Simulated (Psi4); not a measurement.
Psi4 1.11, TPSS/def2-svpd: Ta(F)5 ([F][Ta]([F])([F])([F])[F]), 6 atoms. The geometry is a generated start, not checked to be a minimum at this level.

| Item | Result |
|---|---|
| task | energy |
| method | tpss |
| basis | def2-svpd |
| memory | 3 GB |
| maxiter | 100 |
| keys of the molecule block | symmetry c1 |
| scf_type | df (default) |
| guess | auto, which took SAD (default) |
| scf_initial_accelerator | adiis (default) |
| e_convergence | 1e-06 (default) |
| d_convergence | 1e-06 (default) |
| dft_radial_points | 75 (default) |
| dft_spherical_points | 302 (default) |
| effective core potentials | those of the basis set, past Kr |
| basis functions | 150 |
| grid points | 130935 |

```xyz
6

Ta     0.0032    -0.0025    -0.0015
F      1.1915    -0.7132     1.1432
F     -1.1900     0.7123    -1.1354
F      0.1386     1.6005     0.8461
F      1.0996    -0.3901    -1.3979
F     -1.2430    -1.2070     0.5455
```

Charge 0 and multiplicity 1 are set for this test and not shown to be the ground state.

One run each on 2 threads. Values of diis_max_vecs tried: 3, 6, 10 (default), 20.

### Question
Which value of diis_max_vecs needs the fewest SCF iterations, and what happens away from it?

### Answer
Fewest SCF iterations, within one of each other: 6 with 9, 10 (default) with 9, 20 with 9. The count rises to 31 at 3. All converge to one solution.

```csv
diis_max_vecs,SCF iterations,end
3,31,same solution
6,9,same solution
10 (default),9,same solution
20,9,same solution
```
